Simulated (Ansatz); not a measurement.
Sc3Al (space group P6_3/mmc, No. 194; a cell from a computed database, its experimental status unchecked)

```yaml
crystal:
  lattice:
    - [6.23811, 0.00000, 0.00000]
    - [-3.11906, 5.40237, 0.00000]
    - [0.00000, 0.00000, 4.97693]
  atoms:
    - { symbol: Sc, position: [0.82819, 0.17181, 0.75000] }
    - { symbol: Sc, position: [0.17181, 0.82819, 0.25000] }
    - { symbol: Sc, position: [0.65639, 0.82819, 0.25000] }
    - { symbol: Sc, position: [0.34361, 0.17181, 0.75000] }
    - { symbol: Sc, position: [0.82819, 0.65639, 0.75000] }
    - { symbol: Sc, position: [0.17181, 0.34361, 0.25000] }
    - { symbol: Al, position: [0.66667, 0.33333, 0.25000] }
    - { symbol: Al, position: [0.33333, 0.66667, 0.75000] }
```

The values are results of PBEsol in Ansatz (plane waves to 420 eV, PAW, scalar-relativistic without spin-orbit coupling), not measurements. k-mesh 9×9×10 (Γ-centred); smearing 0.05 eV (Fermi–Dirac).

Volume per atom: 20.97 Å³
Density: 3.20 g/cm³
Band gap: zero
Total energy: -1714.940 eV/atom (σ→0; compares only within this code and set-up)

No phonon test of stability was made. All final runs are without spin polarisation. Sc3Al has a high density of states at the Fermi level and may be magnetic at this level.

Ansatz is a program for electronic structure.
